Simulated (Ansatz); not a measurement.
# A short convergence ladder for PtS₂ (P-3m1, 3 atoms in the cell)

```yaml
crystal:
  lattice:
    - [1.76115, -3.05040, 0.00000]
    - [1.76115, 3.05040, 0.00000]
    - [0.00000, 0.00000, 5.01480]
  atoms:
    - { symbol: Pt, position: [0.00000, 0.00000, 0.00000] }
    - { symbol: S, position: [0.33333, 0.66667, 0.23000] }
    - { symbol: S, position: [0.66667, 0.33333, 0.77000] }
```

Base method: PBE (plane waves, PAW; Ansatz, an electronic-structure program).

Base settings: basis.ecutwfc = 420 eV; kpoints.mp_grid.grid = 8 8 5; hamiltonian.xc = pbe; hamiltonian.pseudopotentials = {kind: paw} (the program's default PAW files); scf.occupations.method = fermi_dirac; scf.occupations.width = 0.05 eV.

**Zone-centre phonons against the mesh**

In this ladder: scf.occupations.method = fixed; scf.occupations.width = default; phonons.method = dfpt; phonons.dielectric = true; phonons.rigid_motions = translations.

Frequencies are those of the unrelaxed cell, without the LO-TO term of polar crystals.

Only quantities that move along the ladder and can be compared are tabulated.

```tsv
kpoints.mp_grid.grid	highest zone-centre frequency (cm⁻¹)	lowest optical frequency (cm⁻¹)
3 3 2	369.3	326.8
5 5 3	361.1	341.6
7 7 4	357.7	340.0
10 10 6	358.4	339.9
```

Coarsest kpoints.mp_grid.grid that holds the highest zone-centre frequency within 10 cm⁻¹ of the last step, with all finer ones: 5 5 3; the step before is off by 11 cm⁻¹.

Coarsest kpoints.mp_grid.grid that holds the lowest optical frequency within 1 cm⁻¹ of the last step, with all finer ones: 7 7 4; the step before is off by 1.7 cm⁻¹.

On the base run: the starting cell has typed, rounded lattice constants, without a prior relaxation at this level. Its lattice was rescaled by up to half a per cent. In the base run, with a pressure of about 13 GPa the cell is away from its equilibrium volume at this level. In the base run, forces exceed 1 eV/Å.

Keys are those of Ansatz 0.2.
